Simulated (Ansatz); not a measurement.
InP (model structure, started from the BN type, Pm-3n, No. 223, 12 atoms in the cell), treated with r²SCAN (Ansatz, a quantum-chemistry and plane-wave program, PAW).

Settings: plane-wave cutoff 560 eV, 6×6×6 k mesh, Fermi–Dirac smearing 0.01 eV, scalar-relativistic PAW data made under PBE.

Cell (relaxed at this level):

```
InP
1.0
    7.27174     0.00000     0.00000
    0.00000     7.27174     0.00000
    0.00000     0.00000     7.27174
In P
6 6
Cartesian
  1.81794   0.00000   3.63587
  3.63587   1.81794   0.00000
  3.63587   5.45381   0.00000
  5.45381   0.00000   3.63587
  0.00000   3.63587   5.45381
  0.00000   3.63587   1.81794
  1.81794   3.63587   0.00000
  0.00000   1.81794   3.63587
  0.00000   5.45381   3.63587
  5.45381   3.63587   0.00000
  3.63587   0.00000   5.45381
  3.63587   0.00000   1.81794
```

**Question.** Predict the band gap.

**Answer.** 
- band gap: 1.07 eV

Note: the relaxation could raise the start's symmetry but not lower it, so the cell can be a saddle point.

Spin–orbit coupling is not included.

Computed values are for the static lattice.

A model structure was made by putting elements into a prototype or built by hand; it is no filed structure, need not be a known phase, and can be a saddle point held by its symmetry.
